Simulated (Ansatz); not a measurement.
## A computed series for ZnCu2SnS4: response to strain

Start from ZnCu₂SnS₄ (space group I-4, No. 82; a = 5.3737 Å, c = 10.7548 Å).

Strains are applied to the cell and any free atomic positions relax.

Computed with DFT with PBEsol, PAW potentials and a 420 eV plane-wave cutoff in Ansatz (an electronic-structure program), without spin-orbit coupling.

Candidates:
(a) isotropic strain −1.50 %
(b) isotropic strain −3.00 %
(c) isotropic strain −0.75 %

Notes on the quantities. energy relative to the base: free energy F.

Task: Order them by energy relative to the base, lowest first.

Result: (c) isotropic strain −0.75 % (+2.5 meV/atom), (a) isotropic strain −1.50 % (+10 meV/atom), (b) isotropic strain −3.00 % (+44 meV/atom)

Whether these cells are dynamically stable was not tested. All final runs are without spin polarisation.
